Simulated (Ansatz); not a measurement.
Cubic perovskite CsPbCl3 (cubic high-temperature phase) was calculated with r²SCAN in Ansatz (PAW).

Run with plane-wave cutoff 500 eV, 8×8×8 k mesh, Fermi–Dirac smearing 0.05 eV, scalar-relativistic PAW data made under PBE.

Cell (relaxed at this level):

```yaml
crystal:
  lattice:
    - [5.67307, 0.00000, 0.00000]
    - [0.00000, 5.67307, 0.00000]
    - [0.00000, 0.00000, 5.67307]
  atoms:
    - { symbol: Cs, position: [0.00000, 0.00000, 0.00000] }
    - { symbol: Pb, position: [0.50000, 0.50000, 0.50000] }
    - { symbol: Cl, position: [0.00000, 0.50000, 0.50000] }
    - { symbol: Cl, position: [0.50000, 0.00000, 0.50000] }
    - { symbol: Cl, position: [0.50000, 0.50000, 0.00000] }
```

### Question
Give the computed band gap.

### Answer

- band gap: 2.46 eV (on the SCF k mesh)

Note: the relaxation could not lower the start's symmetry, so the cell can be a saddle point above a distorted one.

Spin–orbit coupling is not included; with these elements it can move the gap by several tenths of an eV or more.

Static lattice: no zero-point or thermal effects.

Computing time: very roughly 40 core-seconds.

Ansatz is a quantum-chemistry and plane-wave program.
